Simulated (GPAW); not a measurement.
Worked example: self-consistent single point of BaP₄Pd₂ (I4/mmm, 7 atoms in the cell) in GPAW

Level of theory: LDA (Perdew-Wang 92), GPAW PAW datasets LDA (gpaw-data 1.0.1) (plane waves; GPAW 25.7.0).

This input was run:

```python
from ase import Atoms
from ase.units import GPa
from gpaw import GPAW, PW, FermiDirac

atoms = Atoms(['Ba', 'P', 'P', 'P', 'P', 'Pd', 'Pd'],
              cell=[[-3.421910, 3.421910, 2.986895],
                    [3.421910, -3.421910, 2.986895],
                    [3.421910, 3.421910, -2.986895]],
              positions=[[0.000000, 0.000000, 0.000000],
                         [3.421910, 1.873906, -0.000000],
                         [-0.000000, 1.548004, 2.986895],
                         [1.548004, 0.000000, 2.986895],
                         [1.873906, 3.421910, -0.000000],
                         [0.000000, 3.421910, 1.493448],
                         [3.421910, 0.000000, 1.493448]],
              pbc=True)

calc = GPAW(mode=PW(550),
            xc='LDA',
            kpts={'size': (6, 6, 6), 'gamma': True},
            occupations=FermiDirac(0.136),
            nbands=-15,
            convergence={'density': 1e-05, 'energy': 1e-05},
            symmetry={'symmorphic': False, 'tolerance': 0.0005},
            maxiter=100)

atoms.calc = calc

energy = atoms.get_potential_energy()
print('Energy (eV):', round(energy, 6))
forces = atoms.get_forces()
print('Forces (eV/Ang):')
print(forces.round(5))
stress = atoms.get_stress()
print('Stress (GPa, Voigt):', (stress / GPa).round(4))
```

Output, abridged:

```
Input parameters:
  convergence: {density: 1e-05,
                energy: 1e-05}
  kpts: {gamma: True,
         size: (6, 6, 6)}
  maxiter: 100
  mode: {ecut: 550.0,
         name: pw}
  nbands: -15
  occupations: {fixmagmom: False,
                name: fermi-dirac,
                width: 0.136}
  symmetry: {symmorphic: False,
             tolerance: 0.0005}

species:
  Ba:
    name: Barium
    Z: 56.0
    valence: 10
    core: 46
    charge: 0.0
    file: Ba.LDA.gz

    # Using partial waves for Ba as LCAO basis

  P:
    name: Phosphorus
    Z: 15.0
    valence: 5
    core: 10
    charge: 0.0
    file: P.LDA.gz

    # Using partial waves for P as LCAO basis

  Pd:
    name: Palladium
    Z: 46.0
    valence: 16
    core: 30
    charge: 0.0
    file: Pd.LDA.gz

    # Using partial waves for Pd as LCAO basis

Reference energy: -532394.352977  # eV

Spin-paired calculation

Convergence criteria:
 Maximum [total energy] change in last 3 cyles: 1e-05 eV / valence electron
 Maximum integral of absolute [dens]ity change: 1e-05 electrons / valence electron
 Maximum integral of absolute [eigenst]ate change: 4e-08 eV^2 / valence electron
 Maximum number of scf [iter]ations: 100

Symmetries present (total): 16
Symmetries with fractional translations: 0
216 k-points: 6 x 6 x 6 Monkhorst-Pack grid + [1/12,1/12,1/12]
30 k-points in the irreducible part of the Brillouin zone
       k-points in crystal coordinates                weights
   0:     0.00000000    0.00000000    0.00000000          1/216
   1:     0.16666667   -0.16666667    0.00000000          4/216
   2:     0.16666667   -0.16666667    0.16666667          4/216
   [... 7 lines left out ...]
          ...
  29:     0.50000000    0.50000000    0.50000000          1/216

Wave functions: Plane wave expansion
  Cutoff energy: 550.000 eV
  Number of coefficients (min, max): 4059, 4122
  Pulay-stress correction: 0.000000 eV/Ang^3 (de/decut=0.000000)

Occupation numbers: Fermi-Dirac:
  width: 0.1360  # eV

Eigensolver

Densities:
  Coarse grid: 32*32*32 grid
  Fine grid: 64*64*64 grid
  Total Charge: 0.000000

Density mixing:
  Method: separate
  Backend: pulay
  Linear mixing parameter: 0.05
  old densities: 5
  Damping of long wavelength oscillations: 50

Hamiltonian:
  XC and Coulomb potentials evaluated on a 64*64*64 grid
  External potential:
    NoExternalPotential

Number of atoms: 7
Number of atomic orbitals: 45
Number of bands in calculation: 46
Number of valence electrons: 62
Bands to converge: occupied

Density initialized from atomic densities
  45 bands from LCAO basis set
  1 band from random numbers

Atomic positions and initial magnetic moments

Positions:
   0 Ba     0.000000    0.000000    0.000000    ( 0.0000,  0.0000,  0.0000)
   1 P      3.421910    1.873906   -0.000000    ( 0.0000,  0.0000,  0.0000)
   2 P     -0.000000    1.548004    2.986895    ( 0.0000,  0.0000,  0.0000)
   3 P      1.548004    0.000000    2.986895    ( 0.0000,  0.0000,  0.0000)
   4 P      1.873906    3.421910   -0.000000    ( 0.0000,  0.0000,  0.0000)
   5 Pd     0.000000    3.421910    1.493448    ( 0.0000,  0.0000,  0.0000)
   6 Pd     3.421910    0.000000    1.493448    ( 0.0000,  0.0000,  0.0000)

Unit cell:
           periodic     x           y           z      points  spacing
  1. axis:    yes   -3.421910    3.421910    2.986895    32     0.1406
  2. axis:    yes    3.421910   -3.421910    2.986895    32     0.1406
  3. axis:    yes    3.421910    3.421910   -2.986895    32     0.1512

  Lengths:   5.686869   5.686869   5.686869
  Angles:  106.013451 106.013451 116.632997

Effective grid spacing dv^(1/3) = 0.1622

     iter     time        total  log10-change:
                         energy   eigst   dens
iter:   1 --:--:--   -49.110877
iter:   2 --:--:--   -45.669801   -0.67  -1.04
iter:   3 --:--:--   -42.246280   -0.90  -1.15
iter:   4 --:--:--   -41.972783   -1.44  -1.32
iter:   5 --:--:--   -41.828092   -1.65  -1.43
iter:   6 --:--:--   -41.781259   -2.55  -1.99
iter:   7 --:--:--   -42.016129   -1.71  -2.10
iter:   8 --:--:--   -41.768198   -1.60  -1.88
iter:   9 --:--:--   -41.746852   -3.11  -2.45
iter:  10 --:--:--   -41.745844   -4.39  -2.73
iter:  11 --:--:--   -41.745559   -3.79  -2.98
iter:  12 --:--:--   -41.745593c  -4.98  -3.24
iter:  13 --:--:--   -41.745512c  -6.06  -3.23
iter:  14 --:--:--   -41.745240c  -5.46  -3.24
iter:  15 --:--:--   -41.745454c  -5.84  -3.28
iter:  16 --:--:--   -41.745164c  -5.33  -3.22
iter:  17 --:--:--   -41.745094c  -5.88  -3.41
iter:  18 --:--:--   -41.745032c  -6.03  -3.50
iter:  19 --:--:--   -41.745006c  -6.43  -3.71
iter:  20 --:--:--   -41.744974c  -6.05  -3.78
iter:  21 --:--:--   -41.744967c  -6.74  -3.92
iter:  22 --:--:--   -41.744966c  -7.09  -3.97
iter:  23 --:--:--   -41.744969c  -7.84c -4.12
iter:  24 --:--:--   -41.744981c  -6.64  -4.23
iter:  25 --:--:--   -41.744980c  -8.12c -4.67
iter:  26 --:--:--   -41.744975c  -7.74c -4.71
iter:  27 --:--:--   -41.744976c  -9.08c -4.89
iter:  28 --:--:--   -41.744976c  -9.04c -4.95
iter:  29 --:--:--   -41.744977c  -8.73c -5.21c

Converged after 29 iterations.

Dipole moment: (-0.000000, 0.000000, 0.000006) |e|*Ang

Energy contributions relative to reference atoms: (reference = -532394.352977)

Kinetic:        +16.012849
Potential:      -20.717610
External:        +0.000000
XC:             -36.492978
Entropy (-ST):   -0.121625
Local:           -0.486426
SIC:             +0.000000
--------------------------
Free energy:    -41.805790
Extrapolated:   -41.744977

Showing only first 2 kpts
 Kpt  Band  Eigenvalues  Occupancy
  0    29      5.79279    2.00000
  0    30      6.57573    1.99996
  0    31      7.50422    1.96145
  0    32      9.81599    0.00000

  1    29      6.26658    2.00000
  1    30      6.93467    1.99940
  1    31      7.63323    1.90342
  1    32      9.86425    0.00000

Fermi level: 8.03864

No gap
No difference between direct/indirect transitions
Energy (eV): -41.744977

Forces in eV/Ang:
  0 Ba   -0.00000   -0.00000    0.00000
  1 P    -0.00000   -0.46566    0.00000
  2 P     0.00000    0.46566   -0.00000
  3 P     0.46566    0.00000    0.00000
  4 P    -0.46566   -0.00000   -0.00000
  5 Pd    0.00000    0.00000    0.00000
  6 Pd    0.00000   -0.00000    0.00000

Stress tensor:
     0.023211     0.000000    -0.000000
     0.000000     0.023211     0.000000
    -0.000000     0.000000     0.032891
Stress (GPa, Voigt): [ 3.7188  3.7188  5.2697  0.     -0.      0.    ]
```

The run converged in 29 iterations. GPAW prints stress with tension positive.

The starting cell comes from a database of computed structures (which also holds hypothetical and non-ambient phases and stackings), without a prior relaxation at this level. Spin polarisation is off. With a pressure of about -4 GPa the cell is away from its equilibrium volume at this level.

Cost on one core of a shared machine: roughly 2 min.
